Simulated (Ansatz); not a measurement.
Consider the following.

```xyz
2
Lattice="0.0000 2.2277 2.1720 2.2277 0.0000 2.1720 2.2277 2.2277 0.0000" Properties=species:S:1:pos:R:3 pbc="T T T"
Ga     0.0000     0.0000     0.0000
N      1.1138     1.1138     1.0860
```

No spin polarisation.

Method: Ansatz (a first-principles code), LDA, PAW, cutoff 420 eV, no spin-orbit coupling. k-mesh 13×13×13 (Γ-centred); smearing 0.05 eV (Fermi–Dirac).

Question: What valence-band top at Γ (three highest levels, from the VBM) does the calculation give?

Answer: 0.00, -0.12, -0.12 eV.

Question: Predict the hole mass.

Answer: 0.19 mₑ along z, 0.82 mₑ across (at Γ).

Question: What is the computed band gap?

Answer: 2.04 eV.

Question: What is the computed pressure (mean of the normal stresses, compression positive)?

Answer: 5.36 GPa.

The cells carry an imposed strain or load. Masses are band curvatures over ±0.01 Å⁻¹ around the edge. No phonon test of stability was made. The cell was made from GaN in the zinc blende structure (space group F-43m, No. 216) by this change: uniaxial strain ε_zz = −2.50 %. This is not the structure that GaN has at room temperature and ambient pressure.
